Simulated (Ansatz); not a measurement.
Point defect Si on the Ti site (Si_Ti) in rock-salt TiN

All values below come from PBE, PAW (plane waves to 420 eV; Ansatz, a program for electronic structure). Details: 64-site cell; 4×4×4 shifted k-points; start: the Ti site; no Hubbard U; energies good to tenths of an eV; the relaxation kept the symmetry of the starting site.

Neighbours after relaxation, in Å: of the Si atom: N 1.97, N 1.97, N 1.97, N 1.97, N 1.97, N 1.97.

Formation energies E_f are those of the neutral cell. Chemical conditions: N-rich (Δμ(Ti) = -3.43 eV, Δμ(Si) = -2.47 eV, bounded by beta Si3N4; only phases computed here count, gases as isolated molecules at 0 K); Ti-rich (Δμ(Ti) = 0.00 eV, Δμ(Si) = -2.07 eV, bounded by Ti5Si3 (P6_3/mcm); only phases computed here count, gases as isolated molecules at 0 K). Reference phases: Si: silicon, Ti: hcp Ti.

| charge | moment (μB) | point group | largest move off a lattice site (Å) | E_f, N-rich (eV) | E_f, Ti-rich (eV) |
|---|---|---|---|---|---|
| 0 | not spin-polarised | Oh | 0.16 | 2.73 | 5.75 |

Point groups are those of the whole cell at tolerances of 0.03 and 0.1 Å ("near" where only the looser one holds); none is given for unsettled states.

All states together cost very roughly 7 core-minutes.
